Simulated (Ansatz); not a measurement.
The starting structures come from a database of crystals and need not be the phases stable at ambient conditions.

 Where the default PAW files enter, the runs use the earlier of Ansatz's two default sets.

By PBEsol, the system below comes out a metal.

The ballistic (Sharvin) conductance counts the channels at the Fermi level: G/A = (e²/h) × channels of both spins per area.

Consider the following.

```xyz
2
Lattice="2.8226 0.0000 0.0000 0.0000 4.8932 0.0000 1.4113 0.0000 2.5559" Properties=species:S:1:pos:R:3 pbc="T T T"
Au     2.8226     1.2233     1.7108
Au     1.4113     3.6699     0.8451
```

Space group of this cell: Cmcm. The cell is taken as given; by PBEsol its mean pressure is -5.3 GPa.

The current flows along the normal of the first two printed cell vectors. No spin-orbit coupling; the value is a mean over 0.1 eV about the Fermi level.

**Question.** Estimate the ballistic conductance per area that PBEsol (Ansatz, an electronic-structure program) returns for this system.

**Answer.** 0.84 × 10¹⁵ S/m² for both spins.
